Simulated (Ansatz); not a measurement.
For CdSe (model structure, started from the BeO type, P4₂/mnm, No. 136, 8 atoms in the cell), PBEsol in Ansatz (PAW) gives:

| Item | Value |
|---|---|
| lattice parameter a | 7.402 Å |
| lattice parameter c | 4.323 Å |
| bulk modulus | 46.6 GPa |
| cohesive energy | 2.63 eV/atom |
| band gap | 0.66 eV |

What does r²SCAN in Ansatz (plane waves, PAW) give for the same quantities?


- lattice constant a: 7.448 Å (goes up by 0.6 %)
- lattice parameter c: 4.372 Å (grows by 1.1 %)
- bulk modulus: 45.5 GPa (decreases by 2.4 %)
- cohesive energy: 2.52 eV/atom (shrinks by 0.11 eV/atom)
- band gap: 1.22 eV (grows by 0.56 eV)

Changes are worked out from the printed values.

Unless a cell is named, each level is at its own relaxed cell (PBEsol 29.61, r²SCAN 30.32 Å³/atom).

Spin–orbit coupling is included only where a level's name says +SOC; with heavier elements it mostly lowers gaps and can invert bands. Density-functional gaps are differences of (generalised) Kohn–Sham levels.

Caveats: the bulk modulus is −V dP/dV from two relaxed cells at ±2 % in volume (PBEsol, r²SCAN). Ansatz's density-functional and Hartree–Fock values are scalar-relativistic unless marked +SOC, with PAW data made under PBE.

A model structure was made by putting elements into a prototype or built by hand; it is no filed structure, need not be a known phase, and can be a saddle point held by its symmetry.

Ansatz is a program for electronic structure.
